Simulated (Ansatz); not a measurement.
Results of r²SCAN-D4 (Ansatz, a first-principles code, plane waves, PAW) for 1T (CdI2-type) MnBr2.

Run with plane-wave cutoff 560 eV, 12×12×6 k mesh (along the axes of the cell as run), Fermi–Dirac smearing 0.01 eV, spin-polarised with parallel moments, scalar-relativistic PAW data made under PBE.

Computed at the level's own relaxed cell.

Question: Give the computed direct gap at Γ, bulk modulus and smallest direct gap on the k points sampled.

Answer: 
direct gap at Γ: 3.08 eV
bulk modulus: 16.8 GPa
smallest direct gap on the k points sampled: 2.66 eV

Note: the magnetic order was assumed, not searched for or taken from measurement; the bulk modulus comes from volumes at which shape and atoms were relaxed.

Spin–orbit coupling is not included.

The computed numbers hold no vibrational or temperature effects.
